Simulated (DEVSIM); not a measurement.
System: Ni/AlN/p-Ge capacitor, at 400 K.

Layer 1 from the left is AlN, thickness (nm) 17.0. Layer 2 from the left is Ge, thickness (nm) 14000, Na (cm⁻³) 1.9e15.

Metal gate on the left, work function 5.1 eV. Fixed charge at the semiconductor interface 0 cm⁻² (in units of +e); no interface traps.

This is a model device: material constants are rounded textbook-type values typed into the input, and sizes, dopings and lifetimes were drawn at random. Values at 300 K; Nc and Nv go as T^1.5, mobilities as T to minus their exponent, the gap by Varshni's rule with the affinity fixed.

AlN: gap (eV) 6.1, affinity (eV) 1.9, permittivity 8.5. Ge: gap (eV) 0.664, affinity (eV) 4, permittivity 16, Nc (cm⁻³) 1.04e19, Nv (cm⁻³) 6e18, Varshni α (eV/K) 0.000477, Varshni β (K) 235.

**Question.** Estimate by hand the flat-band voltage, the threshold voltage, and compare with a numerical solution.

**Answer.** 
- Flat-band voltage: C = 0.443 μF/cm², work-function difference 0.757 V; VFB = φms − qNf/C = 0.76 V; numerical 0.76 V.
- Threshold voltage: φF = 0.022 V, depletion charge √(4εqNφF) = 6.10e-9 C/cm²; VT = VFB + 2φF + Qd/C = 0.81 V; numerical 0.81 V.

Model (solved in DEVSIM): 1D Poisson equation in equilibrium, Boltzmann statistics, complete ionisation; no quantum confinement or tunnelling. Metal contacts follow the ideal Schottky-Mott rule: no Fermi-level pinning, no interface dipoles.
